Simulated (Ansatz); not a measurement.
Consider ZnS in the wurtzite structure (space group P6_3mc, No. 186; a = 3.782 Å, c = 6.208 Å).

Level of theory: DFT with PBEsol, PAW potentials and a 420 eV plane-wave cutoff in Ansatz (a program for electronic structure), no spin-orbit coupling, earlier PAW set.

For the base:

```
Item                             Result
-----------------------------  --------
Volume per atom                19.23 Å³
Width of the top valence band   2.23 eV
```

Modification: hydrostatic tension (pressure −1 GPa).

Problem. Estimate the effect on the volume per atom.

Solution. The volume per atom increases by 0.25 Å³ to 19.48 Å³.

Problem. How does this affect the width of the top valence band?

Solution. The width of the top valence band shrinks by 0.04 eV to 2.19 eV.

The levels and masses belong to the bands next to the band gap. Load acts through the strain it causes; cell and atoms are relaxed under it. No phonon test of stability was made.
